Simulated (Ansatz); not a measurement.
Pressure series in CaF2

Take CaF2 in the fluorite structure (space group Fm-3m, No. 225; a = 5.421 Å) as the base.

Cell and atoms are relaxed at each pressure.

The values are results of DFT with PBEsol, PAW potentials and a 420 eV plane-wave cutoff in Ansatz (an electronic-structure program), no SOC, not measurements.

| pressure (GPa) | volume per atom (Å³/atom) |
|---|---|
| -2 | 13.599 |
| -1 | 13.429 |
| 0 | 13.272 |
| 3 | 12.852 |
| 7 | 12.386 |
| 15 | 11.663 |
| 50 | ? |
| 75 | 9.144 |
| 100 | 8.606 |

Fit the third-order Birch–Murnaghan form P(V) = (3B₀/2)[(V₀/V)^(7/3) − (V₀/V)^(5/3)]·[1 + (3/4)(B₀′ − 4)((V₀/V)^(2/3) − 1)] (squares taken in P) to the rows shown and predict the withheld row.

Least squares on the printed values gives V₀ = 13.271 Å³/atom, B₀ = 87.3 GPa, B₀′ = 4.4; this predicts 9.874 Å³/atom, and the run gives 9.876 Å³/atom, 0.002 higher.

Load acts through the strain it causes; cell and atoms are relaxed under it. Whether these cells are dynamically stable was not tested. No other phases were tried under pressure.
